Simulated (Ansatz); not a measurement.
Response to strain in HfB2

Base system: HfB2 (space group P6/mmm, No. 191; relaxed with 0.1 eV smearing).

```yaml
crystal:
  lattice:
    - [3.12780, 0.00000, 0.00000]
    - [-1.56390, 2.70875, 0.00000]
    - [0.00000, 0.00000, 3.44608]
  atoms:
    - { symbol: Hf, position: [0.00000, 0.00000, 0.00000] }
    - { symbol: B, position: [0.66667, 0.33333, 0.50000] }
    - { symbol: B, position: [0.33333, 0.66667, 0.50000] }
```

Strains are applied to the cell and any free atomic positions relax.

Method: DFT with PBEsol, PAW potentials and a 420 eV plane-wave cutoff in Ansatz (a program for electronic structure), without spin-orbit coupling.

Candidates:
(a) isotropic strain +2.00 %
(b) isotropic strain +3.00 %
(c) isotropic strain −3.00 %

Notes on the quantities. energy relative to the base: free energy F.

Problem. Order them by energy relative to the base, lowest first.

Solution. (a) isotropic strain +2.00 % (+27 meV/atom), (b) isotropic strain +3.00 % (+59 meV/atom), (c) isotropic strain −3.00 % (+70 meV/atom)

No phonon test of stability was made. All final runs are without spin polarisation.
